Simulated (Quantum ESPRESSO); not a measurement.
Quantum ESPRESSO run on ScPb₃ (I4/mmm, 4 atoms in the cell): self-consistent single point.

Level of theory: PBEsol, GBRV 1.5 ultrasoft (PBESOL) pseudopotentials (plane waves; Quantum ESPRESSO 7.5).

```
ScPb3
1.0
    2.26730    -2.26730     5.52468
    2.26730     2.26730     5.52468
   -2.26730    -2.26730     5.52468
Sc Pb
1 3
Direct
  0.00000   0.00000   0.00000
  0.50000   0.25000   0.75000
  0.50000   0.75000   0.25000
  0.00000   0.50000   0.50000
```

Reference input (self-consistent single point, DFT, LDA (PZ), plane waves, GBRV 1.5 ultrasoft (LDA) pseudopotentials): ecutwfc = 50 Ry; ecutrho = 400 Ry; occupations = smearing; smearing = gauss; degauss = 0.0036749 Ry; potentials = {Sc: sc_lda_v1.uspp.F.UPF, Pb: pb_lda_v1.uspp.F.UPF}; K_POINTS = automatic 7 7 7 0 0 0; conv_thr = 1e-10 Ry; mixing_beta = 0.7. This run's input differs from it in these lines:

```diff
@@ -25,4 +25,4 @@
 ATOMIC_SPECIES
-Sc    44.9559  sc_lda_v1.uspp.F.UPF
-Pb   207.2000  pb_lda_v1.uspp.F.UPF
+Sc    44.9559  sc_pbesol_v1.uspp.F.UPF
+Pb   207.2000  pb_pbesol_v1.uspp.F.UPF
 ATOMIC_POSITIONS bohr
```

Output, abridged:

```
     Self-consistent Calculation

     iteration #  1     ecut=    50.00 Ry     beta= 0.70

     Threshold (ethr) on eigenvalues was too large:
     Diagonalizing with lowered threshold

     negative rho (up, down):  4.749E-02 0.000E+00

     total energy              =    -585.94250181 Ry
     estimated scf accuracy    <       0.03142458 Ry

     iteration #  2     ecut=    50.00 Ry     beta= 0.70

     negative rho (up, down):  4.805E-02 0.000E+00

     total energy              =    -585.94766571 Ry
     estimated scf accuracy    <       0.01173765 Ry

     iteration #  3     ecut=    50.00 Ry     beta= 0.70

   [... lines left out ...]
     c_bands:  3 eigenvalues not converged
     c_bands:  2 eigenvalues not converged
     c_bands:  1 eigenvalues not converged
     c_bands:  2 eigenvalues not converged
   [... 5 lines left out ...]
     c_bands:  1 eigenvalues not converged
     c_bands:  5 eigenvalues not converged
     c_bands:  1 eigenvalues not converged
     c_bands:  1 eigenvalues not converged

     negative rho (up, down):  4.886E-02 0.000E+00

     total energy              =    -585.95166709 Ry
     estimated scf accuracy    <          2.0E-10 Ry

     iteration # 10     ecut=    50.00 Ry     beta= 0.70

     negative rho (up, down):  4.886E-02 0.000E+00
     End of self-consistent calculation

     the Fermi energy is    10.9439 ev

!    total energy              =    -585.95166709 Ry
     estimated scf accuracy    <          8.1E-12 Ry
     smearing contrib. (-TS)   =      -0.00015514 Ry
     internal energy E=F+TS    =    -585.95151196 Ry

     convergence has been achieved in  10 iterations

     negative rho (up, down):  4.886E-02 0.000E+00

     Forces acting on atoms (cartesian axes, Ry/au):

     atom    1 type  1   force =     0.00000000   -0.00000000   -0.00000000
   [... zero for the other atoms too ...]

     Total force =     0.000000     Total SCF correction =     0.000000

     negative rho (up, down):  4.886E-02 0.000E+00
          total   stress  (Ry/bohr**3)                   (kbar)     P=      -31.12
  -0.00020370   0.00000000   0.00000000          -29.96        0.00        0.00
   0.00000000  -0.00020370  -0.00000000            0.00      -29.96       -0.00
   0.00000000  -0.00000000  -0.00022731            0.00       -0.00      -33.44

   JOB DONE.
```

The run converged in 10 iterations. Against the reference run the pressure goes from -4.90 to -3.11 GPa. The full log also holds: “c_bands:  3 eigenvalues not converged”. The full log also holds: “c_bands:  5 eigenvalues not converged”.

The starting cell comes from a database of computed structures (which also holds hypothetical and non-ambient phases and stackings), without a prior relaxation at this level. Spin-orbit coupling is off. With a pressure of about -3 GPa the cell is away from its equilibrium volume at this level.

Cost on one core of a shared machine: roughly 3 min.
